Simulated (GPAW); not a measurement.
**GPAW run on GaCuGeSe4 (I-4, 7 atoms in the cell): self-consistent single point**

Level of theory: PBEsol, GPAW PAW datasets PBEsol (made by gpaw-setup) (plane waves; GPAW 25.7.0).

Input as run:

```python
from ase import Atoms
from ase.units import GPa
from gpaw import GPAW

atoms = Atoms(['Ga', 'Cu', 'Ge', 'Se', 'Se', 'Se', 'Se'],
              cell=[[-2.753200, 2.753200, 5.405290],
                    [2.753200, -2.753200, 5.405290],
                    [2.753200, 2.753200, -5.405290]],
              positions=[[0.000000, 0.000000, 5.405290],
                         [2.753200, 0.000000, 2.702645],
                         [-0.000000, 2.753200, 2.702645],
                         [1.309807, 1.286020, -1.292405],
                         [1.286020, 4.196593, 1.292405],
                         [1.443393, 1.467180, 4.112885],
                         [1.467180, -1.443393, 6.697695]],
              pbc=True)

calc = GPAW(mode={'name': 'pw', 'ecut': 800},
            xc='PBEsol',
            kpts=(3, 3, 3),
            occupations={'name': 'fermi-dirac', 'width': 0.0},
            nbands=-8,
            convergence={'bands': -6},
            symmetry={'symmorphic': False, 'tolerance': 0.0005},
            maxiter=150)

atoms.calc = calc

energy = atoms.get_potential_energy()
print('Energy (eV):', round(energy, 6))
forces = atoms.get_forces()
print('Forces (eV/Ang):')
print(forces.round(5))
stress = atoms.get_stress()
print('Stress (GPa, Voigt):', (stress / GPa).round(4))
```

Output, abridged:

```
Input parameters:
  convergence: {bands: -6}
  kpts: [3 3 3]
  maxiter: 150
  mode: {ecut: 800,
         name: pw}
  nbands: -8
  occupations: {name: fermi-dirac,
                width: 0.0}
  symmetry: {symmorphic: False,
             tolerance: 0.0005}
  xc: PBEsol

species:
  Ga:
    name: Gallium
    Z: 31.0
    valence: 3
    core: 28
    charge: 0.0
    file: Ga.PBEsol.gz

    # Using partial waves for Ga as LCAO basis

  Cu:
    name: Copper
    Z: 29.0
    valence: 11
    core: 18
    charge: 0.0
    file: Cu.PBEsol.gz

    # Using partial waves for Cu as LCAO basis

  Ge:
    name: Germanium
    Z: 32.0
    valence: 4
    core: 28
    charge: 0.0
    file: Ge.PBEsol.gz

    # Using partial waves for Ge as LCAO basis

  Se:
    name: Selenium
    Z: 34.0
    valence: 6
    core: 28
    charge: 0.0
    file: Se.PBEsol.gz

    # Using partial waves for Se as LCAO basis

Reference energy: -419118.002242  # eV

Spin-paired calculation

Convergence criteria:
 Maximum [total energy] change in last 3 cyles: 0.0005 eV / valence electron
 Maximum integral of absolute [dens]ity change: 0.0001 electrons / valence electron
 Maximum integral of absolute [eigenst]ate change: 4e-08 eV^2 / valence electron
 Maximum number of scf [iter]ations: 150

Symmetries present (total): 4
Symmetries with fractional translations: 0
27 k-points: 3 x 3 x 3 Monkhorst-Pack grid
6 k-points in the irreducible part of the Brillouin zone
       k-points in crystal coordinates                weights
   0:     0.00000000    0.00000000    0.00000000          1/27
   1:     0.33333333   -0.33333333    0.00000000          4/27
   2:     0.33333333   -0.33333333    0.33333333          4/27
   3:     0.33333333    0.00000000    0.00000000          8/27
   4:     0.33333333    0.33333333   -0.33333333          2/27
   5:     0.33333333    0.33333333    0.33333333          8/27

Wave functions: Plane wave expansion
  Cutoff energy: 800.000 eV
  Number of coefficients (min, max): 8406, 8449
  Pulay-stress correction: 0.000000 eV/Ang^3 (de/decut=0.000000)

Occupation numbers: # Zero width

Eigensolver

Densities:
  Coarse grid: 45*45*45 grid
  Fine grid: 90*90*90 grid
  Total Charge: 0.000000

Density mixing:
  Method: separate
  Backend: pulay
  Linear mixing parameter: 0.05
  old densities: 5
  Damping of long wavelength oscillations: 50

Hamiltonian:
  XC and Coulomb potentials evaluated on a 90*90*90 grid
  External potential:
    NoExternalPotential

XC parameters: PBEsol with 2 nearest neighbor stencil

Number of atoms: 7
Number of atomic orbitals: 33
Number of bands in calculation: 29
Number of valence electrons: 42
Bands to converge: 23

Density initialized from atomic densities
  29 bands from LCAO basis set

Atomic positions and initial magnetic moments

Positions:
   0 Ga     0.000000    0.000000    5.405290    ( 0.0000,  0.0000,  0.0000)
   1 Cu     2.753200    0.000000    2.702645    ( 0.0000,  0.0000,  0.0000)
   2 Ge    -0.000000    2.753200    2.702645    ( 0.0000,  0.0000,  0.0000)
   3 Se     1.309807    1.286020   -1.292405    ( 0.0000,  0.0000,  0.0000)
   4 Se     1.286020    4.196593    1.292405    ( 0.0000,  0.0000,  0.0000)
   5 Se     1.443393    1.467180    4.112885    ( 0.0000,  0.0000,  0.0000)
   6 Se     1.467180   -1.443393    6.697695    ( 0.0000,  0.0000,  0.0000)

Unit cell:
           periodic     x           y           z      points  spacing
  1. axis:    yes   -2.753200    2.753200    5.405290    45     0.1090
  2. axis:    yes    2.753200   -2.753200    5.405290    45     0.1090
  3. axis:    yes    2.753200    2.753200   -5.405290    45     0.0865

  Lengths:   6.661635   6.661635   6.661635
  Angles:  131.176405 131.176405  71.532958

Effective grid spacing dv^(1/3) = 0.1216

     iter     time        total  log10-change:
                         energy   eigst   dens
iter:   1 --:--:--   -31.566029   +0.26
iter:   2 --:--:--   -31.071880   -1.47  -1.11
iter:   3 --:--:--   -30.679915   -1.30  -1.13
iter:   4 --:--:--   -30.877110   -1.09  -1.21
iter:   5 --:--:--   -30.610436   -2.22  -1.51
iter:   6 --:--:--   -33.986006   -0.41  -1.64
iter:   7 --:--:--   -31.501825   -1.74  -1.15
iter:   8 --:--:--   -31.044307   -0.30  -1.57
iter:   9 --:--:--   -30.634510   -2.03  -1.91
iter:  10 --:--:--   -30.491389   -1.90  -2.13
iter:  11 --:--:--   -30.489314   -3.30  -2.35
iter:  12 --:--:--   -30.495433c  -3.78  -2.39
iter:  13 --:--:--   -30.529732   -2.66  -2.42
iter:  14 --:--:--   -30.483833   -2.43  -2.38
iter:  15 --:--:--   -30.483926   -4.10  -2.89
iter:  16 --:--:--   -30.483952c  -4.62  -2.95
iter:  17 --:--:--   -30.483655c  -4.07  -3.00
iter:  18 --:--:--   -30.483567c  -6.05  -3.06
iter:  19 --:--:--   -30.483508c  -5.89  -3.08
iter:  20 --:--:--   -30.483446c  -5.30  -3.14
iter:  21 --:--:--   -30.483692c  -4.27  -3.37
iter:  22 --:--:--   -30.483458c  -5.09  -3.37
iter:  23 --:--:--   -30.483421c  -5.42  -3.44
iter:  24 --:--:--   -30.483411c  -6.28  -3.50
iter:  25 --:--:--   -30.483409c  -6.07  -3.86
iter:  26 --:--:--   -30.483409c  -6.38  -3.94
iter:  27 --:--:--   -30.483412c  -6.68  -4.13c
iter:  28 --:--:--   -30.483408c  -6.98  -4.22c
iter:  29 --:--:--   -30.483408c  -7.46c -4.37c

Converged after 29 iterations.

Dipole moment: (-0.310796, 0.310796, -0.000000) |e|*Ang

Energy contributions relative to reference atoms: (reference = -419118.002242)

Kinetic:        +41.762778
Potential:      -40.919418
External:        +0.000000
XC:             -31.375978
Entropy (-ST):   +0.000000
Local:           +0.049211
SIC:             +0.000000
--------------------------
Free energy:    -30.483408
Extrapolated:   -30.483408

Showing only first 2 kpts
 Kpt  Band  Eigenvalues  Occupancy
  0    19      4.66059    2.00000
  0    20      4.66059    2.00000
  0    21      5.47451    0.00000
  0    22      6.75137    0.00000

  1    19      4.07612    2.00000
  1    20      4.50176    2.00000
  1    21      6.27563    0.00000
  1    22      6.91824    0.00000

Fermi level: 5.06755

Gap: 0.814 eV
Transition (v -> c):
  (s=0, k=0, n=20, [0.00, 0.00, 0.00]) -> (s=0, k=0, n=21, [0.00, 0.00, 0.00])
No difference between direct/indirect transitions
Energy (eV): -30.483408

Forces in eV/Ang:
  0 Ga    0.00000    0.00000    0.00000
  1 Cu    0.00000    0.00000    0.00000
  2 Ge    0.00000    0.00000    0.00000
  3 Se   -0.20051   -0.04168    0.03339
  4 Se   -0.04168    0.20051   -0.03339
  5 Se    0.20051    0.04168    0.03339
  6 Se    0.04168   -0.20051   -0.03339

Stress tensor:
     0.002203     0.000000    -0.000000
     0.000000     0.002203     0.000000
    -0.000000     0.000000     0.003336
Stress (GPa, Voigt): [ 0.353   0.353   0.5345  0.     -0.      0.    ]
```

The run converged in 29 iterations. GPAW prints stress with tension positive.

The starting cell comes from a database of computed structures (which also holds hypothetical and non-ambient phases and stackings), without a prior relaxation at this level.

Cost on one core of a shared machine: roughly 2 min.
